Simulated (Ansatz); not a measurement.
Where the default PAW files enter, the runs use the earlier of Ansatz's two default sets.

By PBEsol, the system below comes out a metal.

A figure of merit of an interconnect metal is its ballistic conductance per area.

Input:

```
CELL_PARAMETERS angstrom
      2.70783     0.00000     0.00000
     -1.35391     2.34505     0.00000
      0.00000     0.00000     4.26810
ATOMIC_POSITIONS crystal
  Ru 0.33333 0.66667 0.25000
  Ru 0.66667 0.33333 0.75000
```

Space group of this cell: P6_3/mmc, hcp (Mg type). The cell is taken as given; by PBEsol its mean pressure is -5.6 GPa.

The current flows along the normal of the first two printed cell vectors, the (001) plane of the conventional cell. No spin-orbit coupling; the value is a mean over 0.1 eV about the Fermi level.

Problem. Predict the ballistic conductance per area from Ansatz (a first-principles code) with PBEsol.

Solution. 1.7 × 10¹⁵ S/m² for both spins.
